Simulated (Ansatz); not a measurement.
Ga (model structure, started from the diamond type, Fd-3m, No. 227, 2 atoms in the cell) was calculated with LDA in Ansatz (PAW).

Settings: plane-wave cutoff 520 eV, 18×18×18 k mesh, Fermi–Dirac smearing 0.05 eV, scalar-relativistic PAW data made under PBE.

Cell (relaxed at this level):

```xyz
2
Lattice="0.0000 2.8396 2.8396 2.8396 0.0000 2.8396 2.8396 2.8396 0.0000" Properties=species:S:1:pos:R:3 pbc="T T T"
Ga     1.4198     1.4198     1.4198
Ga     0.0000     0.0000     0.0000
```

**Question.** Estimate the bulk modulus that the calculation returns.

**Answer.** 
- bulk modulus = 47.9 GPa

The run finds no gap.

Note: the bulk modulus is −V dP/dV from two relaxed cells at ±2 % in volume; the relaxation could raise the start's symmetry but not lower it, so the cell can be a saddle point.

The computed numbers hold no vibrational or temperature effects.

Computing time: about 30 core-seconds (a rough figure).

A model structure was made by putting elements into a prototype or built by hand; it is no filed structure, need not be a known phase, and can be a saddle point held by its symmetry.

Ansatz is a first-principles code.
